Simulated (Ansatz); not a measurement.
Ansatz (an electronic-structure program) run on BaGa₂H₂ (P3m1, 5 atoms in the cell): self-consistent single point.

Method: LDA (PW92), default PAW files made with PBE (plane waves; Ansatz).

```
CELL_PARAMETERS angstrom
      4.51261     0.00000     0.00000
     -2.25631     3.90804     0.00000
      0.00000     0.00000     4.96539
ATOMIC_POSITIONS crystal
  Ba 0.00000 0.00000 0.01007
  Ga 0.33333 0.66667 0.46883
  Ga 0.66667 0.33333 0.53117
  H  0.33333 0.66667 0.13291
  H  0.66667 0.33333 0.86709
```

Reference input (self-consistent single point, DFT, LDA (PW92), plane waves, default PAW files made with PBE): basis.ecutwfc = 30.9 Ry; kpoints.mp_grid.grid = 9 9 7; hamiltonian.xc = lda; hamiltonian.pseudopotentials = {kind: paw} (the program's default PAW files); scf.occupations.method = fermi_dirac; scf.occupations.width = 0.0073 Ry. This run's input differs from it in these lines:

Ansatz 0.2 input:
```diff
@@ -15,3 +15,3 @@
   mp_grid:
-    grid: [9, 9, 7]
+    grid: [14, 14, 11]
 hamiltonian:
@@ -23,3 +23,3 @@
     method: fermi_dirac
-    width: 0.0073 Ry
+    width: 0.022 Ry
 output:
```

Output, abridged:

```
SCF iter   1: F=—  HF=-13227.390240 eV  |F-HF|=—  |Δ(HF+E_count)|=         —  Δρ=8.42e-3  dr2=4.38e-2  ethr=1.77e-3  ⟨swp⟩=8.9  Hψ=31505  notcnv=0
all-band conjugate gradients solve this SCF's bands
preconditioner: auto → Kerker (q_TF=auto, 2.374 Å⁻¹)
SCF iter   2: F=—  HF=-13227.378687 eV  |F-HF|=—  |Δ(HF+E_count)|=   1.16e-2  Δρ=4.56e-3  dr2=1.51e-2  ethr=1.15e-4  ⟨swp⟩=1.1  Hψ=7639  notcnv=0
   [... lines left out ...]
SCF iter   5: F=—  HF=-13227.373888 eV  |F-HF|=—  |Δ(HF+E_count)|=   9.15e-6  Δρ=2.33e-4  dr2=3.75e-5  ethr=2.52e-7  ⟨swp⟩=2.0  Hψ=9871  notcnv=0
SCF iter   6: F=—  HF=-13227.373848 eV  |F-HF|=—  |Δ(HF+E_count)|=   3.94e-5  Δρ=5.99e-5  dr2=5.30e-6  ethr=9.86e-8  ⟨swp⟩=2.0  Hψ=9862  notcnv=0
SCF iter   7: F=—  HF=-13227.373847 eV  |F-HF|=—  |Δ(HF+E_count)|=   1.11e-6  Δρ=1.24e-5  dr2=3.71e-7  ethr=1.39e-8  ⟨swp⟩=2.1  Hψ=7401  notcnv=0
SCF iter   8: F=-13227.373847 eV  HF=-13227.373847 eV  |F-HF|=6.96e-8  |Δ(HF+E_count)|=   5.42e-8  Δρ=7.60e-6  dr2=6.32e-8  ethr=2.63e-10  ⟨swp⟩=6.0  Hψ=26957  notcnv=0
SCF 1 converged in 8 iterations: F = -13227.373847 eV  dr2 = 6.32e-8
Free energy (F): -13227.373847 eV
Internal energy: -13227.184678 eV  (E = F + TS)
E sigma→0 (E₀):  -13227.279263 eV
Entropy (-TS):   -0.189169 eV (-37.834 meV/atom)
Fermi energy:    8.243779 eV
--- Forces (eV/Å), atoms counted from 1 ---
  atom   1  Ba     0.00000000     0.00000000    -0.10631965
  atom   2  Ga     0.00000000    -0.00000000     0.24456735
  atom   3  Ga    -0.00000000     0.00000000    -0.12696812
  atom   4  H      0.00000000     0.00000000    -0.17320325
  atom   5  H     -0.00000000    -0.00000000     0.16192663
--- Stress (GPa, compression-positive) ---
       -3.659467      -0.000000       0.000000
       -0.000000      -3.659467       0.000000
        0.000000       0.000000      -2.220137
  P = ⅓ Tr σ = -3.1797 GPa (-31.797 kbar)
  The stress holds the Pulay correction. Without it, at fixed plane waves, as pw.x and ABINIT print it: P = -3.2275 GPa
```

The run converged in 8 iterations. Against the reference run the free energy falls by 13.6 meV/atom, the pressure goes from -3.31 to -3.18 GPa and the largest force goes from 0.202 to 0.245 eV/Å.

The starting cell comes from a database of computed structures (which also holds hypothetical and non-ambient phases and stackings), without a prior relaxation at this level. Its lattice was rescaled by up to half a per cent. One atom was moved a little off its site on purpose. With a pressure of about -3 GPa the cell is away from its equilibrium volume at this level. Ansatz's pressure includes its estimate of the finite-basis (Pulay) stress.

Cost on one core of a shared machine: roughly 50 s.
